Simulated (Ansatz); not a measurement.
The starting structures come from a database of crystals and need not be the phases stable at ambient conditions.

# Evanescent states of SiO2 (P6_422, 9 atoms a cell, 13.7 Å³ an atom) along the normal of (001)

All values below come from r2SCAN (plane waves, PAW; Ansatz, a first-principles code).

The gap is the functional's own. No spin-orbit coupling. Mid-gap values are those at the computed energy nearest the middle.

Energies count from the valence-band top; κ is the least over a 12×12 mesh across the current.

```
E (eV)  κ (1/Å)  where
------  -------  -----
0.14      0.246  off Γ
0.43      0.396  off Γ
0.72      0.485  off Γ
1.01      0.547      Γ
1.30      0.553      Γ
1.59      0.556      Γ
1.89      0.556      Γ
2.17      0.554      Γ
2.46      0.549      Γ
2.75      0.542      Γ
3.04      0.533      Γ
3.33      0.520      Γ
3.62      0.505      Γ
3.92      0.487      Γ
4.21      0.466      Γ
4.50      0.441      Γ
4.79      0.412      Γ
5.08      0.377      Γ
5.37      0.336      Γ
5.66      0.284      Γ
5.95      0.215      Γ
6.24      0.095      Γ
```

Question: How thick must the barrier be to attenuate the transmission by 10^4 when the electrodes' Fermi level lies at 3.04 eV, and what attenuation does that film give at 4.21 eV?

Answer: d = 4 ln 10 / (2 × 0.533) = 8.6 Å. At 4.21 eV it gives 4 × 0.466/0.533 = 3.5 decades.
